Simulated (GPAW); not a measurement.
# A self-consistent single point of Sn (Fd-3m, 2 atoms in the cell) with GPAW

Computed with PBE, GPAW PAW datasets PBE (gpaw-data 1.0.1) (plane waves; GPAW).

Input as run:

```python
from ase import Atoms
from ase.units import GPa
from gpaw import GPAW, PW, FermiDirac

atoms = Atoms(['Sn', 'Sn'],
              cell=[[0.000000, 3.244500, 3.244500],
                    [3.244500, 0.000000, 3.244500],
                    [3.244500, 3.244500, 0.000000]],
              scaled_positions=[[0.000000, 0.000000, 0.000000],
                                [0.250000, 0.250000, 0.250000]],
              pbc=True)

calc = GPAW(mode=PW(600),
            xc='PBE',
            kpts=(9, 9, 9),
            occupations=FermiDirac(0.05),
            nbands=-8,
            convergence={'density': 1e-05, 'energy': 1e-05, 'bands': -6},
            symmetry={'symmorphic': False, 'tolerance': 0.0005},
            maxiter=150,
            txt='-')

atoms.calc = calc

energy = atoms.get_potential_energy()
print('Energy (eV):', round(energy, 6))
forces = atoms.get_forces()
print('Forces (eV/Ang):')
print(forces.round(5))
stress = atoms.get_stress()
print('Stress (GPa, Voigt):', (stress / GPa).round(4))
```

Log, with long lists cut:

```
Input parameters:
  convergence: {bands: -6,
                density: 1e-05,
                energy: 1e-05}
  kpts: [9 9 9]
  maxiter: 150
  mode: {ecut: 600.0,
         name: pw}
  nbands: -8
  occupations: {fixmagmom: False,
                name: fermi-dirac,
                width: 0.05}
  symmetry: {symmorphic: False,
             tolerance: 0.0005}
  xc: PBE

species:
  Sn:
    name: Tin
    Z: 50.0
    valence: 14
    core: 36
    charge: 0.0
    file: Sn.PBE.gz

    # Using partial waves for Sn as LCAO basis

Reference energy: -336021.386614  # eV

Spin-paired calculation

Convergence criteria:
 Maximum [total energy] change in last 3 cyles: 1e-05 eV / valence electron
 Maximum integral of absolute [dens]ity change: 1e-05 electrons / valence electron
 Maximum integral of absolute [eigenst]ate change: 4e-08 eV^2 / valence electron
 Maximum number of scf [iter]ations: 150

Symmetries present (total): 48
Symmetries with fractional translations: 24
729 k-points: 9 x 9 x 9 Monkhorst-Pack grid
35 k-points in the irreducible part of the Brillouin zone
       k-points in crystal coordinates                weights
   0:     0.00000000    0.00000000    0.00000000          1/729
   1:     0.11111111    0.11111111    0.00000000          6/729
   2:     0.11111111    0.11111111    0.11111111          8/729
   [... 7 lines left out ...]
          ...
  34:     0.44444444    0.44444444    0.44444444          8/729

Wave functions: Plane wave expansion
  Cutoff energy: 600.000 eV
  Number of coefficients (min, max): 2229, 2301
  Pulay-stress correction: 0.000000 eV/Ang^3 (de/decut=0.000000)

Occupation numbers: Fermi-Dirac:
  width: 0.0500  # eV

Eigensolver

Densities:
  Coarse grid: 28*28*28 grid
  Fine grid: 56*56*56 grid
  Total Charge: 0.000000

Density mixing:
  Method: separate
  Backend: pulay
  Linear mixing parameter: 0.05
  old densities: 5
  Damping of long wavelength oscillations: 50

Hamiltonian:
  XC and Coulomb potentials evaluated on a 56*56*56 grid
  External potential:
    NoExternalPotential

XC parameters: PBE with 2 nearest neighbor stencil

Number of atoms: 2
Number of atomic orbitals: 18
Number of bands in calculation: 22
Number of valence electrons: 28
Bands to converge: 16

Density initialized from atomic densities
  18 bands from LCAO basis set
  4 bands from random numbers

Atomic positions and initial magnetic moments

Positions:
   0 Sn     0.000000    0.000000    0.000000    ( 0.0000,  0.0000,  0.0000)
   1 Sn     1.622250    1.622250    1.622250    ( 0.0000,  0.0000,  0.0000)

Unit cell:
           periodic     x           y           z      points  spacing
  1. axis:    yes    0.000000    3.244500    3.244500    28     0.1338
  2. axis:    yes    3.244500    0.000000    3.244500    28     0.1338
  3. axis:    yes    3.244500    3.244500    0.000000    28     0.1338

  Lengths:   4.588416   4.588416   4.588416
  Angles:   60.000000  60.000000  60.000000

Effective grid spacing dv^(1/3) = 0.1460

     iter     time        total  log10-change:
                         energy   eigst   dens
iter:   1 --:--:--    -8.088699   +0.56
iter:   2 --:--:--    -8.102845   -1.01  -1.45
iter:   3 --:--:--    -8.083288   -1.89  -1.47
iter:   4 --:--:--    -8.086436   -3.14  -2.38
iter:   5 --:--:--    -8.085155   -4.33  -2.44
iter:   6 --:--:--    -8.082969   -3.89  -2.49
iter:   7 --:--:--    -8.082813   -5.06  -2.89
iter:   8 --:--:--    -8.082872c  -4.81  -3.00
iter:   9 --:--:--    -8.082813c  -5.86  -3.55
iter:  10 --:--:--    -8.082819c  -6.14  -3.77
iter:  11 --:--:--    -8.082817c  -6.32  -4.17
iter:  12 --:--:--    -8.082817c  -7.30  -4.62
iter:  13 --:--:--    -8.082817c  -8.44c -4.85
iter:  14 --:--:--    -8.082817c  -8.07c -4.70
iter:  15 --:--:--    -8.082817c  -8.64c -4.82
iter:  16 --:--:--    -8.082817c  -8.38c -4.68
iter:  17 --:--:--    -8.082817c  -8.82c -4.89
iter:  18 --:--:--    -8.082817c  -8.35c -4.93
iter:  19 --:--:--    -8.082817c  -8.49c -4.84
iter:  20 --:--:--    -8.082817c  -9.46c -5.68c

Converged after 20 iterations.

Dipole moment: (-3.930093, -3.930093, -3.930093) |e|*Ang

Energy contributions relative to reference atoms: (reference = -336021.386614)

Kinetic:        +11.186203
Potential:      -10.328197
External:        +0.000000
XC:              -8.974075
Entropy (-ST):   -0.001645
Local:           +0.034074
SIC:             +0.000000
--------------------------
Free energy:     -8.083640
Extrapolated:    -8.082817

Showing only first 2 kpts
 Kpt  Band  Eigenvalues  Occupancy
  0    12      5.03403    0.28561
  0    13      5.03403    0.28561
  0    14      5.03404    0.28560
  0    15      7.11172    0.00000

  1    12      4.42717    1.99994
  1    13      4.42717    1.99994
  1    14      6.35990    0.00000
  1    15      6.69042    0.00000

Fermi level: 4.94443

No gap
No difference between direct/indirect transitions
Energy (eV): -8.082817

Forces in eV/Ang:
  0 Sn   -0.00000    0.00000   -0.00000
  1 Sn    0.00000   -0.00000   -0.00000

Stress tensor:
    -0.018562     0.000000    -0.000000
     0.000000    -0.018562     0.000000
    -0.000000     0.000000    -0.018562
Stress (GPa, Voigt): [-2.9739 -2.9739 -2.9739  0.     -0.      0.    ]
```

The run converged in 20 iterations. GPAW prints stress with tension positive.

The starting cell has typed, rounded lattice constants, without a prior relaxation at this level.

Cost on one core of a shared machine: roughly 80 s.
